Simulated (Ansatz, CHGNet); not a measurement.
For GaN (model structure, started from the WC type, P-6m2, No. 187, 2 atoms in the cell), the machine-learned potential CHGNet-r²SCAN (trained on r²SCAN data) gives:

```
Item                             Result
------------------------------  -------
equilibrium lattice constant a  2.852 Å
c axis length                   2.619 Å
```

Problem. What does r²SCAN+rVV10 (plane waves, PAW; Ansatz, a first-principles code) give for the same quantities?

Solution. 
- lattice constant a: 2.928 Å (increases by 2.7 %)
- lattice parameter c: 2.647 Å (goes up by 1.1 %)

Changes are worked out from the printed values.

Unless a cell is named, each level is at its own relaxed cell (CHGNet-r²SCAN 9.22, r²SCAN+rVV10 9.83 Å³/atom).

Ansatz's density-functional and Hartree–Fock values are scalar-relativistic unless marked +SOC, with PAW data made under PBE.

A model structure was made by putting elements into a prototype or built by hand; it is no filed structure, need not be a known phase, and can be a saddle point held by its symmetry.
